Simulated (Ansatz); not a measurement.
The reference is SiO2 in the rutile structure (space group P4_2/mnm, No. 136; a = 4.185 Å, c = 2.669 Å).

Method: r2SCAN/PAW in Ansatz (a quantum-chemistry and plane-wave program), without spin-orbit coupling.

Base values:

The lattice parameter a comes out as 4.185 Å and the electron mass is 0.38 mₑ along c, 0.48 mₑ across (at Γ). The band gap comes out as 6.51 eV and the hole mass comes out as 1.7 mₑ along c, 1.1 mₑ across (at Γ). The width of the top valence band is 2.71 eV.

Perturbation: every O is replaced by S; the structure is relaxed again.

Tabulated Pauling electronegativity and covalent radius: O 3.44, 0.66 Å; S 2.58, 1.05 Å.

Problem. Estimate the effect on the lattice parameter a, electron mass, band gap, hole mass and width of the top valence band.

Solution. The lattice parameter a goes up by 1.501 Å, from 4.185 Å to 5.686 Å; the electron mass changes from 0.38 mₑ along c, 0.48 mₑ across (at Γ) to 0.13 mₑ along c, 0.17 mₑ across (at Γ); the band gap shrinks by 6.19 eV (6.51 eV → 0.32 eV); the hole mass becomes 2.7 mₑ along c, 0.56 mₑ across (at Γ) (base: 1.7 mₑ along c, 1.1 mₑ across (at Γ)); the width of the top valence band drops by 0.37 eV to 2.34 eV.

Masses are band curvatures over ±0.01 Å⁻¹ around the edge. Whether these cells are dynamically stable was not tested. As relaxed here, SiS2 is a hypothetical phase, not in the database extracts checked.
